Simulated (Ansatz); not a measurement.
# Response to strain in YC2

Base system: YC2 (space group I4/mmm, No. 139; relaxed with 0.1 eV smearing).

```
CELL_PARAMETERS angstrom
     -1.81203     1.81203     3.07557
      1.81203    -1.81203     3.07557
      1.81203     1.81203    -3.07557
ATOMIC_POSITIONS crystal
  Y  0.00000 0.00000 0.00000
  C  0.60566 0.60566 0.00000
  C  0.39434 0.39434 0.00000
```

Cartesian axes are those of the cell as printed.

Strains are applied to the cell and any free atomic positions relax; under biaxial strain the out-of-plane vector relaxes too.

The values are results of Ansatz (a first-principles code), PBEsol, PAW, cutoff 420 eV, without spin-orbit coupling, not measurements.

Notes on the quantities. energy relative to the base: free energy F; pressure: mean of the normal stresses, compression positive.

```tsv
change	energy relative to the base	pressure	shortest interatomic distance
base	0 meV/atom	0.0 GPa	1.300 Å
biaxial strain −4.08 %, plane normal [001], relaxed out of plane	+45 meV/atom	9.9 GPa	1.302 Å
biaxial strain −0.53 %, plane normal [001], relaxed out of plane	+0.7 meV/atom	1.0 GPa	1.300 Å
isotropic strain +3.27 %	+47 meV/atom	-10.0 GPa	1.306 Å
isotropic strain +5.14 %	+108 meV/atom	-13.8 GPa	1.309 Å
uniaxial strain ε_xx = +5.63 %	+23 meV/atom	-4.8 GPa	1.299 Å
tensor shear ε_xy = −0.67 %	+0.7 meV/atom	0.0 GPa	1.300 Å
```

Whether these cells are dynamically stable was not tested. All final runs are without spin polarisation. An odd electron count without spin: YC2.
